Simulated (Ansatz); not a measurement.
Take Ca in the fcc (Cu type) structure (space group Fm-3m, No. 225; relaxed with 0.1 eV smearing) as the base.

```yaml
crystal:
  lattice:
    - [0.00000, 2.72790, 2.72790]
    - [2.72790, 0.00000, 2.72790]
    - [2.72790, 2.72790, 0.00000]
  atoms:
    - { symbol: Ca, position: [0.00000, 0.00000, 0.00000] }
```

Cartesian axes are those of the cell as printed.

Calculations: DFT with PBEsol, PAW potentials and a 420 eV plane-wave cutoff in Ansatz (an electronic-structure program), without spin-orbit coupling.

Perturbation: compressive biaxial strain of 1.25 % in the plane normal to [111], as in epitaxy on a mismatched substrate; the out-of-plane cell vector and the atoms relax.

### Question
What does the calculation give for the in-plane stress and energy relative to the base after the change?

### Answer
The mean in-plane stress (compression positive) comes out as +0.6 GPa; the energy grows by 1.8 meV/atom.

Stability against distortions was not tested.
